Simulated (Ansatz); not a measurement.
**ZnInGaO4: response to strain**

Base system: ZnInGaO4 (space group R3m, No. 160).

```
CELL_PARAMETERS angstrom
      1.65535     0.95571     8.58736
     -1.65535     0.95571     8.58736
      0.00000    -1.91143     8.58736
ATOMIC_POSITIONS crystal
  In 0.99693 0.99693 0.99693
  Ga 0.21290 0.21290 0.21290
  Zn 0.78126 0.78126 0.78126
  O  0.13651 0.13651 0.13651
  O  0.87897 0.87897 0.87897
  O  0.28863 0.28863 0.28863
  O  0.70480 0.70480 0.70480
```

Cartesian axes are those of the cell as printed.

Strains are applied to the cell and any free atomic positions relax; under biaxial strain the out-of-plane vector relaxes too.

Level of theory: Kohn–Sham DFT with the r2SCAN functional, run in Ansatz (a program for electronic structure) with PAW and 500 eV plane waves, no SOC.

Candidates:
(a) isotropic strain −4.82 %
(b) biaxial strain +4.09 %, plane normal [001], relaxed out of plane
(c) biaxial strain −0.54 %, plane normal [001], relaxed out of plane
(d) tensor shear ε_xz = +1.54 %

Notes on the quantities. energy relative to the base: free energy F.

**Question.** Order them by energy relative to the base, highest first.

**Answer.** (a) isotropic strain −4.82 % (+163 meV/atom), (b) biaxial strain +4.09 %, plane normal [001], relaxed out of plane (+30 meV/atom), (d) tensor shear ε_xz = +1.54 % (+2.2 meV/atom), (c) biaxial strain −0.54 %, plane normal [001], relaxed out of plane (+0.6 meV/atom)

Stability against distortions was not tested.
